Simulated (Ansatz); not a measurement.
Results of G0W0@PBEsol in Ansatz (hard PAW, contour deformation) for AlCl3 (C2/m, No. 12).

The same calculation (at the measured cell, 22.086 Å³/atom) with different numerical settings; throughout: k mesh 2×2×2:

```tsv
run	response cutoff (eV)	empty bands	quasiparticle gap on the mesh (eV)	quasiparticle gap at Γ (eV)	rough time
1	70	432	7.708	7.988	5 core-min
2	105	793	7.793	8.086	10 core-min
3	140	1221	7.854	8.138	20 core-min
4	175	1706	7.899	8.172	40 core-min
```

In the column quasiparticle gap on the mesh (eV) the first row differs from the last by -0.191 and the next to last by -0.045.

The last row is no converged limit: other settings stay fixed.

Ansatz is an electronic-structure program.
